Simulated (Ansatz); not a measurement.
# Input and output of a self-consistent single point for WO3 (Pm-3m, 4 atoms in the cell) (Ansatz)

Computed with LDA (PW92), default PAW files made with PBE (plane waves; Ansatz, an electronic-structure program).

Input as run:

Ansatz 0.2 input:
```yaml
# WO3
crystal:
  lattice:
    - [3.79478100, 0.00000000, 0.00000000]
    - [0.00000000, 3.79478100, 0.00000000]
    - [0.00000000, 0.00000000, 3.79478100]
  atoms:
    - { symbol: W, position: [0.00000000, 0.00000000, 0.00000000] }
    - { symbol: O, position: [0.00000000, 0.00000000, 0.50000000] }
    - { symbol: O, position: [0.50000000, 0.00000000, 0.00000000] }
    - { symbol: O, position: [0.00000000, 0.50000000, 0.00000000] }
basis:
  ecutwfc: 420.0
kpoints:
  mp_grid: { grid: [7, 7, 7] }
hamiltonian:
  xc: lda
  pseudopotentials: { kind: paw }
scf:
  occupations: { method: fixed }
output:
  forces: true
  eigenvalues: true
  stress: true
```

Log, with long lists cut:

```
WARN ansatz: RAYON_NUM_THREADS=1 ignored (pool sized by the plan → 1); use --threads N
Pseudopotentials: kind: paw
Pseudopotential: W, paw, valence charge 14
Pseudopotential: O, paw, valence charge 6
Crystal: 4 atoms, lattice volume = 54.646 Å³
Basis set: ecut = 420 eV, 1045 PW (Γ)
Bands: 20, of which v1, the nominal top of the filled ones, is band 16 counted from 1 (15 counted from 0)
Symmetry: 48 space group operations
Space group: Pm-3m (ITA 221), of the structure as read, at distance tolerance 3.8e-5 Å
k-points: 20 of 343
PAW frozen core: W, regenerated for the run's functional, and the local potential with it
PAW frozen core: O, regenerated for the run's functional, and the local potential with it
Initial density: superposition of atomic densities (neutral atoms: chi_scale 0, normalization atom), corrected by the library's trained network
Initial wavefunctions: pseudopotential atomic-orbital guess
Eigensolver: davidson
Functional: x = slater, c = lda
SCF iter   1: F=—  HF=-11796.689546 eV  |F-HF|=—  |Δ(HF+E_count)|=         —  Δρ=1.96e-2  dr2=2.06e-1  ethr=1.77e-3  ⟨swp⟩=4.6  Hψ=1740  notcnv=0  defer=33
all-band conjugate gradients solve this SCF's bands
preconditioner: auto → Resta (q_TF=auto, 2.495 Å⁻¹)
SCF iter   2: F=—  HF=-11796.652234 eV  |F-HF|=—  |Δ(HF+E_count)|=   3.73e-2  Δρ=7.88e-3  dr2=2.61e-2  ethr=6.42e-4  ⟨swp⟩=2.4  Hψ=787  notcnv=0  defer=29
SCF iter   3: F=—  HF=-11796.646893 eV  |F-HF|=—  |Δ(HF+E_count)|=   5.34e-3  Δρ=2.25e-3  dr2=1.80e-3  ethr=8.15e-5  ⟨swp⟩=2.0  Hψ=627  notcnv=0  defer=33
SCF iter   4: F=—  HF=-11796.646527 eV  |F-HF|=—  |Δ(HF+E_count)|=   3.67e-4  Δρ=3.04e-4  dr2=7.92e-5  ethr=5.64e-6  ⟨swp⟩=2.4  Hψ=680  notcnv=0  defer=33
SCF iter   5: F=—  HF=-11796.646561 eV  |F-HF|=—  |Δ(HF+E_count)|=   3.49e-5  Δρ=1.02e-4  dr2=1.26e-5  ethr=2.48e-7  ⟨swp⟩=1.9  Hψ=541  notcnv=0  defer=5
SCF iter   6: F=—  HF=-11796.646569 eV  |F-HF|=—  |Δ(HF+E_count)|=   7.28e-6  Δρ=4.61e-5  dr2=1.79e-6  ethr=3.95e-8  ⟨swp⟩=2.3  Hψ=588  notcnv=0  defer=5
SCF iter   7: F=-11796.646570 eV  HF=-11796.646570 eV  |F-HF|=6.40e-8  |Δ(HF+E_count)|=   1.36e-6  Δρ=5.63e-6  dr2=1.75e-8  ethr=3.13e-10  ⟨swp⟩=6.8  Hψ=2105  notcnv=0
SCF 1 converged in 7 iterations: F = -11796.646570 eV  dr2 = 1.75e-8
SCF converged after 7 iterations
Free energy (F): -11796.646570 eV
Harris-Foulkes:  -11796.646570 eV  (|F-HF|=6.40e-8)
Internal energy: -11796.646570 eV  (E = F + TS)
E sigma→0 (E₀):  -11796.646570 eV
Fermi energy:    5.765496 eV
--- Per-component energies (eV) ---
  E_band       = -356.776677
  E_kinetic    = 967.188420
  E_local      = -2718.804216  (includes V_loc(G=0)·N_el)
  E_nonlocal   = 152.490308
  E_hartree    = 997.334851
  E_xc         = -478.639503
  E_vxc        = -513.435696  (∫ρ·V_xc dr)
  E_paw        = -8749.846632  (= ΣΔE_a)
  E_vpaw       = -238.891156  (= ΣTr[D̂ρ^β])
  E_aug_tail   = 0.007629  (compensation charges beyond the density's cutoff)
  E_ewald      = -1966.951344
  E_core_change = 0.573917  (= ΣΔE_core)
  E_smearing   = -0.000000  (= −TS)
  E_closure    = 0.000000  (closes the sum)
  Σ components = -11796.646570   (vs F -11796.646570, Δ=0.00e0)
--- Forces (eV/Å), atoms counted from 1 ---
  atom   1  W      0.00000000    -0.00000000     0.00000000
   [... zero for the other atoms too ...]
  max |Σ_I F_I| component: 2.56e-29 eV/Å
--- Stress (GPa, compression-positive) ---
       -3.716006       0.000000       0.000000
        0.000000      -3.716006       0.000000
        0.000000       0.000000      -3.716006
  P = ⅓ Tr σ = -3.7160 GPa (-37.160 kbar)
  The stress holds the Pulay correction. Without it, at fixed plane waves, as pw.x and ABINIT print it: P = -4.5937 GPa
--- Band table (eV; the first three rows and the last of 20) ---
  k-point 0: bands = ["-68.8556", "-33.0876", "-33.0876", "-33.0876", "-12.3866", "-11.5468", "-11.5468", "2.7072", "2.7072", "2.7072", "4.6351", "4.6351", "4.6351", "4.7790", "4.7790", "4.7790", "6.3690", "6.3690", "6.3690", "11.5806"]
  k-point 1: bands = ["-68.8556", "-33.1017", "-33.0868", "-33.0868", "-12.2883", "-11.5424", "-11.3924", "2.0388", "2.6643", "2.6643", "4.0206", "4.0206", "4.1806", "4.5723", "4.7365", "4.7365", "6.3797", "7.3213", "7.3213", "11.5830"]
  k-point 2: bands = ["-68.8555", "-33.1331", "-33.0852", "-33.0852", "-12.1484", "-11.5322", "-10.8954", "0.3239", "2.4780", "2.4780", "3.3703", "3.3703", "3.5974", "4.4379", "4.7428", "4.7428", "6.4040", "8.7743", "8.7743", "11.5884"]
  k-point 19: bands = ["-68.8551", "-33.1500", "-33.1499", "-33.1499", "-10.3152", "-10.2596", "-10.2596", "-1.1739", "-1.1739", "-0.5997", "0.4121", "0.4348", "0.4348", "5.7273", "5.7273", "5.7655", "11.1054", "11.1628", "11.1628", "14.7036"]
```

The run converged in 7 iterations.

The starting cell comes from a database of computed structures (which also holds hypothetical and non-ambient phases and stackings), without a prior relaxation at this level. Its lattice was rescaled by up to half a per cent. Spin-orbit coupling is off. With a pressure of about -4 GPa the cell is away from its equilibrium volume at this level. Ansatz's pressure includes its estimate of the finite-basis (Pulay) stress. Without the estimate this run gives -4.59 GPa.
